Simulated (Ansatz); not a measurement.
**A computed series for hypothetical CsCl type TaAs: pressure series**

Base system: TaAs in the CsCl type structure (space group Pm-3m, No. 221; a = 3.215 Å; a hypothetical phase, not in the database extracts checked).

Cell and atoms are relaxed at each pressure.

Computed with PBE in Ansatz (plane waves to 420 eV, PAW, scalar-relativistic without spin-orbit coupling).

Notes on the quantities. enthalpy: H = E + PV relative to the base's energy.

| change | shortest interatomic distance | enthalpy |
|---|---|---|
| base | 2.784 Å | – |
| pressure −2 GPa | 2.795 Å | -0.21 eV/atom |
| pressure −1 GPa | ? | -0.10 eV/atom |
| pressure 0.3 GPa | 2.782 Å | +0.03 eV/atom |
| pressure 0.7 GPa | 2.780 Å | +0.07 eV/atom |
| pressure 1.5 GPa | ? | +0.15 eV/atom |
| pressure 3 GPa | 2.769 Å | +0.31 eV/atom |
| pressure 5 GPa | 2.760 Å | +0.51 eV/atom |
| pressure 7.5 GPa | ? | +0.76 eV/atom |
| pressure 10 GPa | 2.738 Å | +1.01 eV/atom |

Problem. Complete the table.

Solution. 
- pressure −1 GPa, shortest interatomic distance: 2.789 Å
- pressure 1.5 GPa, shortest interatomic distance: 2.776 Å
- pressure 7.5 GPa, shortest interatomic distance: 2.748 Å

Load acts through the strain it causes; cell and atoms are relaxed under it. Stability against distortions was not tested. No other phases were tried under pressure. All final runs are without spin polarisation.

Ansatz is a program for electronic structure.
